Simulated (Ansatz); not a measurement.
This Ansatz (an electronic-structure program) input is the reference run, SiC in the wurtzite structure (space group P6_3mc, No. 186), computed with Kohn–Sham DFT with the r2SCAN functional, run in Ansatz with PAW and 500 eV plane waves, scalar-relativistic without spin-orbit coupling, earlier PAW set:

Ansatz 0.2 input:
```yaml
crystal:
  lattice:
    - [3.0754764697, 0, 0]
    - [-1.5377382348, 2.6634407515, 0]
    - [0, 0, 5.0485934606]
  atoms:
    - { symbol: Si, position: [0.6666666667, 0.3333333333, 0.0004971319] }
    - { symbol: Si, position: [0.3333333333, 0.6666666667, 0.5004971319] }
    - { symbol: C, position: [0.6666666667, 0.3333333333, 0.6247028681] }
    - { symbol: C, position: [0.3333333333, 0.6666666667, 0.1247028681] }
basis: { ecutwfc: 500, ecutrho_ratio: 4, xc_grid: 4, fft_grid_basis: typed }
kpoints: { mp_grid: { grid: [12, 12, 7] } }
hamiltonian:
  xc: r2scan
  dispersion: none
  pseudopotentials: { azcp: { folder: ./paw }, kind: paw }
scf: { occupations: { method: fermi_dirac, width: 0.05 }, convergence: { dr2_threshold: 0.0000000004 } }
output: { forces: true, stress: true }
```

### Question
Write the input for this change: biaxial strain −4.57 %, plane normal [001], relaxed out of plane (Cartesian); in-plane vectors clamped, the third vector and the atoms free.

### Answer
Ansatz 0.2 input:
```yaml
crystal:
  lattice:
    - [2.934927195, 0, 0]
    - [1.4674635975, 2.5417215092, 0]
    - [0, 0, 5.1639538212]
  atoms:
    - { symbol: Si, position: [0.6666666667, 0.6666666667, 0.0004971319] }
    - { symbol: Si, position: [0.3333333333, 0.3333333333, 0.5004971319] }
    - { symbol: C, position: [0.6666666667, 0.6666666667, 0.6247028681] }
    - { symbol: C, position: [0.3333333333, 0.3333333333, 0.1247028681] }
basis: { ecutwfc: 500, ecutrho_ratio: 4, xc_grid: 4, fft_grid_basis: typed }
kpoints: { mp_grid: { grid: [12, 12, 7] } }
hamiltonian:
  xc: r2scan
  dispersion: none
  pseudopotentials: { azcp: { folder: ./paw }, kind: paw }
scf: { occupations: { method: fermi_dirac, width: 0.05 } }
relax: { f_tol: 0.005, max_steps: 50, cell: { stress_tol: 0.01, fix: [a, b, gamma] } }
output: { forces: true, stress: true }
checkpoint: { write: state.ck, write_every: 1000 }
```
This is the input that was run; other choices of cell and start would serve too.

Whether these cells are dynamically stable was not tested.
